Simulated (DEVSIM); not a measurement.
Structure: abrupt Ge p-n junction, at 300 K.

Layer 1 from the left is Ge, thickness (μm) 3.00, Na (cm⁻³) 3.9e16, τn (s) 0.00024, τp (s) 0.00024. Layer 2 from the left is Ge, thickness (μm) 2.50, Nd (cm⁻³) 1.1e15, τn (s) 0.00024, τp (s) 0.00024.

Left contact: ohmic. Right contact: ohmic. Voltage is applied to the left contact. Recombination: SRH at mid-gap, radiative. Mobility is μmin + (μ − μmin)/(1 + (N/Nref)^α).

The device is made up for the run: typed textbook-type constants, with dimensions and the other settings drawn at random. Values at 300 K.

Ge: gap (eV) 0.664, affinity (eV) 4, permittivity 16, Nc (cm⁻³) 1.04e19, Nv (cm⁻³) 6e18, μn (cm²/Vs) 3900, μp (cm²/Vs) 1900, μn,min 150, μp,min 100, Nref,n 2.6e17, Nref,p 4e17, αn 0.56, αp 0.6, B (cm³/s) 6.4e-14.

DEVSIM, 1D drift-diffusion, Boltzmann statistics, complete ionisation; no tunnelling, impact ionisation, image-force lowering or self-heating.

Question: What does the simulation give for the potential step across the device at zero bias, the dark forward voltage at 100 A/cm²?

Answer: potential step across the device at zero bias 0.297 V; dark forward voltage at 100 A/cm² 0.252 V.
